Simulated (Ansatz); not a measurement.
# Rock-salt MnO (model structure)

The numbers are results of r²SCAN in Ansatz (PAW), not measurements.

Run with plane-wave cutoff 500 eV, 12×12×10 k mesh (along the axes of the cell as run), Fermi–Dirac smearing 0.05 eV, magnetic order afm1, spin-polarised with opposed moments, scalar-relativistic PAW data made under PBE.

Cell (relaxed at this level):

MnO has the tetragonal space group I4/mmm (No. 139), Pearson symbol tI4. Lattice parameters: a = 3.142 Å, b = 3.142 Å, c = 4.403 Å, α = 90.00°, β = 90.00°, γ = 90.00°. Mn on 2a is coordinated by 6 O at 2.201–2.222 Å (octahedral). O on 2b is coordinated by 6 Mn at 2.201–2.222 Å (octahedral). (Neighbours: up to the widest gap in distance over summed covalent radii, below 1.35, at either atom; cation-cation and far metal-metal contacts left out.)

```yaml
band_gap: 0.53 eV (on the SCF k mesh)
```

Note: the magnetic order was assumed, not searched for or taken from measurement.

The result took roughly 2.6 core-minutes.

A model structure was made by putting elements into a prototype or built by hand; here it ended with the formula and space group of a phase in our tables.

Ansatz is a quantum-chemistry and plane-wave program.
